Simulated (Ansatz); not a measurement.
Consider interstitial H in polar orthorhombic HfO2 with all lengths changed by -1 %, charge state +1. Level of theory: PBE, PAW (plane waves to 420 eV; Ansatz, an electronic-structure program).

Settings: 96 host sites, the strained lattice (strain from the relaxed PBE one, atoms relaxed), the Γ point alone, smearing 0.01 eV, spin-restricted, no image-charge correction. No zero-point or tunnelling terms. Spin-orbit coupling is left out. The host's phase is taken as given; its stability against other phases was not computed. The charge state is imposed; whether it is stable for some Fermi level was not computed. Sites that were not tried may lie lower.

Barriers: single points on a 2×2×2 k-point mesh shifted by half a step at the bands' geometries.

The step: H moves alone to another site. Atoms about the jump, Cartesian Å from the middle of the jump, before and after:

```json
[
 {"atom": "H1", "x0": "-0.49", "y0": "0.32", "z0": "0.29", "x1": "0.49", "y1": "-0.32", "z1": "-0.29"},
 {"atom": "O2", "x0": "-1.24", "y0": "-0.24", "z0": "-0.01", "x1": "-1.24", "y1": "-0.29", "z1": "-0.11"},
 {"atom": "O3", "x0": "1.28", "y0": "-1.02", "z0": "-0.06", "x1": "1.27", "y1": "-0.91", "z1": "-0.09"},
 {"atom": "Hf4", "x0": "-0.41", "y0": "-2.13", "z0": "0.63", "x1": "-0.55", "y1": "-2.08", "z1": "0.66"},
 {"atom": "O5", "x0": "0.55", "y0": "1.62", "z0": "-0.66", "x1": "0.63", "y1": "1.63", "z1": "-0.67"},
 {"atom": "Hf6", "x0": "-0.81", "y0": "0.77", "z0": "-2.05", "x1": "-0.84", "y1": "0.75", "z1": "-2.00"},
 {"atom": "Hf7", "x0": "2.19", "y0": "0.70", "z0": "0.60", "x1": "2.27", "y1": "0.84", "z1": "0.64"},
 {"atom": "O8", "x0": "0.04", "y0": "-0.99", "z0": "-2.60", "x1": "0.06", "y1": "-0.98", "z1": "-2.61"},
 {"atom": "O9", "x0": "0.04", "y0": "-1.02", "z0": "2.43", "x1": "0.04", "y1": "-1.01", "z1": "2.43"},
 {"atom": "O10", "x0": "0.74", "y0": "1.64", "z0": "1.84", "x1": "0.78", "y1": "1.68", "z1": "1.86"},
 {"atom": "Hf11", "x0": "1.81", "y0": "-1.97", "z0": "-1.93", "x1": "1.82", "y1": "-2.00", "z1": "-2.00"},
 {"atom": "O12", "x0": "0.63", "y0": "-3.41", "z0": "-0.67", "x1": "0.58", "y1": "-3.30", "z1": "-0.66"},
 {"atom": "O13", "x0": "-2.03", "y0": "2.04", "z0": "-0.68", "x1": "-2.00", "y1": "2.08", "z1": "-0.68"},
 {"atom": "Hf14", "x0": "-3.16", "y0": "0.75", "z0": "0.62", "x1": "-3.06", "y1": "0.71", "z1": "0.59"},
 {"atom": "O15", "x0": "-1.99", "y0": "-2.89", "z0": "-0.66", "x1": "-2.06", "y1": "-2.95", "z1": "-0.64"},
 {"atom": "Hf16", "x0": "-0.47", "y0": "3.06", "z0": "0.60", "x1": "-0.45", "y1": "3.04", "z1": "0.59"},
 {"atom": "Hf17", "x0": "-0.81", "y0": "0.70", "z0": "3.14", "x1": "-0.80", "y1": "0.71", "z1": "3.12"},
 {"atom": "O18", "x0": "2.66", "y0": "-0.26", "z0": "-2.61", "x1": "2.67", "y1": "-0.26", "z1": "-2.61"},
 {"atom": "O19", "x0": "-1.87", "y0": "2.07", "z0": "1.85", "x1": "-1.85", "y1": "2.07", "z1": "1.85"},
 {"atom": "O20", "x0": "-2.58", "y0": "-0.26", "z0": "2.45", "x1": "-2.56", "y1": "-0.28", "z1": "2.42"},
 {"atom": "O21", "x0": "2.67", "y0": "-0.27", "z0": "2.44", "x1": "2.68", "y1": "-0.25", "z1": "2.43"},
 {"atom": "O22", "x0": "-2.56", "y0": "-0.25", "z0": "-2.59", "x1": "-2.58", "y1": "-0.25", "z1": "-2.62"},
 {"atom": "O23", "x0": "0.76", "y0": "-3.39", "z0": "1.86", "x1": "0.74", "y1": "-3.35", "z1": "1.86"},
 {"atom": "O24", "x0": "0.74", "y0": "1.68", "z0": "-3.21", "x1": "0.74", "y1": "1.68", "z1": "-3.20"},
 {"atom": "O25", "x0": "3.94", "y0": "-0.27", "z0": "-0.09", "x1": "3.91", "y1": "-0.25", "z1": "-0.08"},
 {"atom": "O26", "x0": "-1.86", "y0": "-2.95", "z0": "1.87", "x1": "-1.89", "y1": "-2.97", "z1": "1.89"}
]
```

Predict the transition state.


```json
[
 {"atom": "H1", "x": "0.04", "y": "-0.32", "z": "-0.09"},
 {"atom": "O2", "x": "-1.16", "y": "-0.29", "z": "-0.08"},
 {"atom": "O3", "x": "1.15", "y": "-0.91", "z": "-0.08"},
 {"atom": "Hf4", "x": "-0.55", "y": "-2.17", "z": "0.69"},
 {"atom": "O5", "x": "0.58", "y": "1.66", "z": "-0.68"},
 {"atom": "Hf6", "x": "-0.84", "y": "0.75", "z": "-2.01"},
 {"atom": "Hf7", "x": "2.19", "y": "0.76", "z": "0.62"},
 {"atom": "O8", "x": "0.02", "y": "-0.99", "z": "-2.63"},
 {"atom": "O9", "x": "0.00", "y": "-1.06", "z": "2.46"},
 {"atom": "O10", "x": "0.73", "y": "1.64", "z": "1.86"},
 {"atom": "Hf11", "x": "1.76", "y": "-1.99", "z": "-1.94"},
 {"atom": "O12", "x": "0.56", "y": "-3.35", "z": "-0.64"},
 {"atom": "O13", "x": "-2.04", "y": "2.03", "z": "-0.68"},
 {"atom": "Hf14", "x": "-3.12", "y": "0.71", "z": "0.61"},
 {"atom": "O15", "x": "-2.07", "y": "-2.96", "z": "-0.62"},
 {"atom": "Hf16", "x": "-0.49", "y": "3.02", "z": "0.60"},
 {"atom": "Hf17", "x": "-0.83", "y": "0.67", "z": "3.12"},
 {"atom": "O18", "x": "2.63", "y": "-0.27", "z": "-2.60"},
 {"atom": "O19", "x": "-1.89", "y": "2.05", "z": "1.86"},
 {"atom": "O20", "x": "-2.58", "y": "-0.31", "z": "2.41"},
 {"atom": "O21", "x": "2.64", "y": "-0.28", "z": "2.43"},
 {"atom": "O22", "x": "-2.60", "y": "-0.26", "z": "-2.59"},
 {"atom": "O23", "x": "0.72", "y": "-3.40", "z": "1.88"},
 {"atom": "O24", "x": "0.71", "y": "1.66", "z": "-3.21"},
 {"atom": "O25", "x": "3.88", "y": "-0.28", "z": "-0.08"},
 {"atom": "O26", "x": "-1.92", "y": "-3.01", "z": "1.92"}
]
```
It lies 0.40 eV above the start and 0.20 eV above the end. The saddle point's order was not checked.
